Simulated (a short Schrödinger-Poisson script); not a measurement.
System: MOS inversion layer, HfO2 on p-type GaN, at 300 K.

```
layer  material  thickness (nm)  Na (cm⁻³)
-----  --------  --------------  ---------
1          HfO2             4.5          -
2           GaN             880       5e17
```

The device is made up for the run: typed textbook-type constants, with dimensions and the other settings drawn at random. HfO2: permittivity 22, conduction-band edge (eV) 1.6, gap (eV) 5.7, electron mass (mₑ) 0.2. GaN: permittivity 9.5, conduction-band edge (eV) 0, gap (eV) 3.43, Nv at 300 K (cm⁻³) 4.6e19.

Channel valleys (confinement mass, in-plane density-of-states mass, number): Γ 0.2, 0.2, 1. At the gate the conduction-band edge of layer 1 lies 1.74 eV − eVg above the Fermi level of the channel; the field vanishes at the back. Gaps are held at their typed values at every temperature. Mesh 0.03 nm at interfaces.

From a short Schrödinger-Poisson script (our own, NumPy): 1D Poisson equation in equilibrium, electrons classical, Fermi-Dirac, parabolic valleys, classical holes, full ionisation, no traps, pinning or gate leakage.

The same stack at other levels of the model or other numerical settings:

| run | sheet density of all electrons at Vg = 1 V (cm⁻²) | sheet density of all electrons at Vg = 0.4 V (cm⁻²) | capacitance at Vg = 1 V (μF/cm²) | centroid of the channel electrons at Vg = 1 V (nm) | rough cost against the base |
|---|---|---|---|---|---|
| base | 8.72e12 | 5.80e11 | 2.51 | 0.82 | about 1 |
| electrons treated as classical, Boltzmann | 1.45e13 | 9.34e11 | 3.98 | 0.20 | 0.2 |
| electrons treated as quantum, Hartree | 5.96e12 | 7.99e9 | [?] | 1.81 | 3 |
| electrons treated as quantum, Hartree plus LDA exchange-correlation | 6.62e12 | 1.01e10 | 2.27 | [?] | 6 |
| mesh six times as coarse | 8.43e12 | 5.25e11 | 2.45 | [?] | 0.3 |

**Question.** Fill in the missing entries.

**Answer.** 
- electrons treated as quantum, Hartree plus LDA exchange-correlation, centroid of the channel electrons at Vg = 1 V (nm): 1.76
- mesh six times as coarse, centroid of the channel electrons at Vg = 1 V (nm): 0.89
- electrons treated as quantum, Hartree, capacitance at Vg = 1 V (μF/cm²): 2.17

The classical rows ignore confinement, and Boltzmann statistics overrate the density once the band edge passes the Fermi level.

In real p-type GaN the Mg acceptor is only partly ionised, and so wide a gap doesn't supply an inversion layer without source and drain.
